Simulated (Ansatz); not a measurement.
The starting structures come from a database of crystals and need not be the phases stable at ambient conditions.

By PBEsol, the system below comes out a metal.

```
NiTi
1.0
    2.98807     0.00000     0.00000
    0.00000     2.98807     0.00000
    0.00000     0.00000     2.89843
Ti Ni
1 1
Direct
  0.50000   0.50000   0.50000
  0.00000   0.00000   0.00000
```

Space group of this cell: P4/mmm. The cell is strained (lengths along the current scaled by 0.97, ions clamped); by PBEsol its mean pressure is 2.3 GPa.

The current flows along the normal of the first two printed cell vectors, the (001) (indices of the unstrained crystal) plane of the conventional cell. No spin-orbit coupling; the value is a mean over 0.1 eV about the Fermi level.

**Question.** State the ballistic conductance per area according to PBEsol run with Ansatz (a program for electronic structure).

**Answer.** 1.5 × 10¹⁵ S/m² for both spins.
